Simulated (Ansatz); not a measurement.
Ga2O3: isotropic strain −3.00 %

The reference is Ga2O3 in the corundum structure (space group R-3c, No. 167; a = 5.0003 Å, c = 13.4488 Å (hexagonal axes)).

One thing is altered: the cell is scaled by 0.9700 in all directions; the atoms relax in the strained cell.

Computed with PBEsol, PAW, 420 eV (Ansatz, a first-principles code; no SOC). Settings: 8×8×8 k-points, 0.05 eV Fermi–Dirac smearing.

```json
[
 {"quantity": "volume per atom", "base": "9.71 Å³", "changed": "8.86 Å³", "shift": "-0.85 Å³"},
 {"quantity": "space group", "base": "R-3c (No. 167)", "changed": "R-3c (No. 167)", "shift": "–"},
 {"quantity": "shortest interatomic distance", "base": "1.931 Å", "changed": "1.872 Å", "shift": "-0.059 Å"},
 {"quantity": "energy relative to the base (free energy F)", "base": "0 meV/atom", "changed": "+60 meV/atom", "shift": "+60 meV/atom"},
 {"quantity": "pressure (mean of the normal stresses, compression positive)", "base": "0.00 GPa", "changed": "24.79 GPa", "shift": "+24.79 GPa"},
 {"quantity": "band gap", "base": "2.70 eV", "changed": "3.71 eV", "shift": "+1.01 eV"},
 {"quantity": "gap character", "base": "indirect, Γ–S₀ (50 % along) → Γ", "changed": "indirect, Γ–S₀ (50 % along) → Γ", "shift": "–"},
 {"quantity": "smallest direct gap", "base": "2.95 eV", "changed": "3.99 eV", "shift": "+1.04 eV"},
 {"quantity": "mean gap deformation potential ΔEg/Δln V", "base": "–", "changed": "-11.0 eV", "shift": "–"},
 {"quantity": "width of the top valence band", "base": "0.45 eV", "changed": "0.48 eV", "shift": "+0.03 eV"},
 {"quantity": "electron mass", "base": "0.22 mₑ (at Γ)", "changed": "0.27 mₑ (at Γ)", "shift": "–"}
]
```

Cost of the whole job for the changed cell (relaxation, final SCF and bands): very roughly 80 core-seconds.

Effective masses come from finite differences of ±0.01 Å⁻¹. Stability against distortions was not tested.
